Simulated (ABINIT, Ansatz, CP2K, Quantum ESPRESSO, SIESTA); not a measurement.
## One structure in several programs: Ca3GeN (Pm-3m, 5 atoms in the cell)

Self-consistent single point.

```
Ca3GeN
1.0
    4.80418     0.00000     0.00000
    0.00000     4.80418     0.00000
    0.00000     0.00000     4.80418
Ca Ge N
3 1 1
Cartesian
  2.40209   0.00000   2.40209
  0.00000   2.40209   2.40209
  2.40209   2.40209   0.00000
  0.00000   0.00000   0.00000
  2.40209   2.40209   2.40209
```

All programs got the same cell, k-point mesh and kind of occupations (in Ansatz's words: kpoints.mp_grid.grid = 7 7 7; scf.occupations.method = fermi_dirac; scf.occupations.width = 0.1 eV); potentials, basis and cutoffs are each program's usual ones.

```
code                                                                                                                                 model  pressure (GPa)  k-points       cutoff
----------------  ------------------------------------------------------------------------------------------------------------------------  --------------  --------  -----------
Quantum ESPRESSO                                                                            LDA (PZ), PSlibrary PAW (LDA) pseudopotentials           -4.11        20        50 Ry
Ansatz                                                                                                 LDA (PW92), PAW files made with PBE           -4.03        20      default
SIESTA            LDA PW92, numerical atomic orbitals DZP, PseudoDojo LDA standard norm-conserving potentials (rewritten from UPF to PSML)            3.65       172  grid 350 Ry
ABINIT                                                     LDA (PW92), norm-conserving pseudopotentials (PseudoDojo nc-sr-04 LDA standard)           -4.01        20        42 Ha
CP2K                                                  LDA (Pade form), GPW, DZVP-MOLOPT-SR-GTH basis, GTH-PADE potentials (GTH_POTENTIALS)           -2.66       172  grid 500 Ry
```

The spread over the programs that give each value: pressure within 7.76 GPa.

The starting cell comes from a database of computed structures (which also holds hypothetical and non-ambient phases and stackings), without a prior relaxation at this level. On Ansatz's run: In the base run, with a pressure of about -4 GPa the cell is away from its equilibrium volume at this level.

Q: Why do the programs differ, and what cannot be compared?

A: Differences of this kind can come from the potentials, where these differ, and from what each basis and cutoff leave unconverged. The valence holds different numbers of electrons (Quantum ESPRESSO 39, Ansatz (a quantum-chemistry and plane-wave program) 49, SIESTA 49, ABINIT 49, CP2K 39). The zero of total energies and Fermi levels follows the potentials and each program's conventions, so they are not compared here. SIESTA and CP2K use small atom-centred bases, whose incompleteness enters pressures, forces and empty levels differently from a plane-wave cutoff. Ansatz's pressure is given at a fixed set of plane waves, as the other plane-wave codes print theirs; with its correction for the finite basis it is -3.96 GPa. The same LDA comes in different parametrisations, which differ slightly. The programs reduce the same mesh by symmetry to different extents, which changes the work and not the result. In the pressure, SIESTA (by 7.67) and CP2K (by 1.36) lie more than 1 GPa from the median of the plane-wave programs.

Left out of this page: GPAW, Elk and FLEUR (not drawn, or without a comparable value).

Keys are those of Ansatz 0.2.
